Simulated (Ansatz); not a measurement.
Short convergence ladders for H4BrN (P-43m, 6 atoms in the cell)

```yaml
crystal:
  lattice:
    - [4.01210, 0.00000, 0.00000]
    - [0.00000, 4.01210, 0.00000]
    - [0.00000, 0.00000, 4.01210]
  atoms:
    - { symbol: H, position: [0.14921, 0.14921, 0.85079] }
    - { symbol: H, position: [0.14921, 0.85079, 0.14921] }
    - { symbol: H, position: [0.85079, 0.85079, 0.85079] }
    - { symbol: H, position: [0.85079, 0.14921, 0.14921] }
    - { symbol: Br, position: [0.50000, 0.50000, 0.50000] }
    - { symbol: N, position: [0.00000, 0.00000, 0.00000] }
```

Base method: LDA (PW92), default PAW files made with PBE (plane waves; Ansatz, an electronic-structure program).

Base settings: basis.ecutwfc = 420 eV; kpoints.mp_grid.grid = 6 6 6; hamiltonian.xc = lda; hamiltonian.pseudopotentials = {kind: paw} (the program's default PAW files); scf.occupations.method = fixed.

Core times come from one kind of shared machine, to one figure; runs under 30 s give none.

**Zone-centre phonons against the mesh**

In this ladder: phonons.method = dfpt; phonons.dielectric = true; phonons.rigid_motions = translations.

Frequencies are those of the unrelaxed cell, without the LO-TO term of polar crystals.

Only quantities that move along the ladder and can be compared are tabulated.

| kpoints.mp_grid.grid | highest zone-centre frequency (cm⁻¹) | lowest optical frequency (cm⁻¹) | core time / last (rough) |
|---|---|---|---|
| 2 2 2 | 3192.6 | 116.2 | – |
| 3 3 3 | 3198.9 | 138.4 | – |
| 4 4 4 | 3199.7 | 139.8 | – |
| 5 5 5 | 3200.0 | 140.0 | 0.10 |
| 8 8 8 | 3200.1 | 140.1 | 0.3 |
| 10 10 10 | 3200.1 | 140.1 | 0.3 |
| 12 12 12 | 3200.1 | 140.1 | 0.9 |
| 15 15 15 | 3200.1 | 140.1 | 1 |

Coarsest kpoints.mp_grid.grid that holds the lowest optical frequency within 1 cm⁻¹ of the last step, with all finer ones: 4 4 4; the step before is off by 1.7 cm⁻¹.

Coarsest kpoints.mp_grid.grid that holds the highest zone-centre frequency within 1 cm⁻¹ of the last step, with all finer ones: 4 4 4; the step before is off by 1.2 cm⁻¹.

**The dielectric constant against shifted meshes**

In this ladder: kpoints.mp_grid.shift = 0.5 0.5 0.5; dielectric = true; dielectric.field_mesh = kpoints.

Only quantities that move along the ladder and can be compared are tabulated.

| kpoints.mp_grid.grid | mean ε∞ | core time / last (rough) |
|---|---|---|
| 2 2 2 | 3.051 | – |
| 3 3 3 | 3.129 | – |
| 4 4 4 | 3.165 | – |
| 5 5 5 | 3.172 | – |
| 6 6 6 | 3.175 | – |
| 8 8 8 | 3.176 | 0.2 |
| 10 10 10 | 3.176 | 0.5 |
| 12 12 12 | 3.176 | 0.8 |
| 15 15 15 | 3.176 | 1 |

Coarsest kpoints.mp_grid.grid that holds the mean ε∞ within 0.1 of the last step, with all finer ones: 3 3 3; the step before is off by 0.13.

On the base run: the starting cell comes from a database of computed structures (which also holds hypothetical and non-ambient phases and stackings), without a prior relaxation at this level. Its lattice was rescaled by up to half a per cent.

Keys are those of Ansatz 0.2.
